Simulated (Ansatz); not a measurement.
The starting structures come from a database of crystals and need not be the phases stable at ambient conditions.

Given:

```
BP
1.0
    3.18832     0.00000     0.00000
   -1.59416     2.76117     0.00000
    0.00000     0.00000     5.29007
B P
2 2
Direct
  0.66667   0.33333   0.50041
  0.33333   0.66667   0.00041
  0.66667   0.33333   0.87459
  0.33333   0.66667   0.37459
```

Space group of this cell: P6_3mc, wurtzite. The cell is taken as given.

Level of theory: r2SCAN (plane waves, PAW; Ansatz, a quantum-chemistry and plane-wave program).

The current runs along the normal of the first two printed vectors; no spin-orbit coupling. Scaled by the factor s: the length along the current (ions clamped). Meshes 12×12×6 and 12×12 across the current in all rows.

```json
[
 {"s": "0.97", "mean pressure (GPa)": "6.3", "band gap (eV)": "?"},
 {"s": "1.00", "mean pressure (GPa)": "0.4", "band gap (eV)": "1.18"},
 {"s": "1.03", "mean pressure (GPa)": "-4.2", "band gap (eV)": "1.30"}
]
```

**Question.** Take the slope of the band gap against ln s from the two given rows, extrapolate to s = 0.97, and say what the run there gives.

**Answer.** Slope = (1.30 − 1.18) / ln 1.03 = 4.06 eV. The line gives 1.18 + (4.06) × ln 0.97 = 1.06 eV. The run gives 1.06 eV, as the line does.
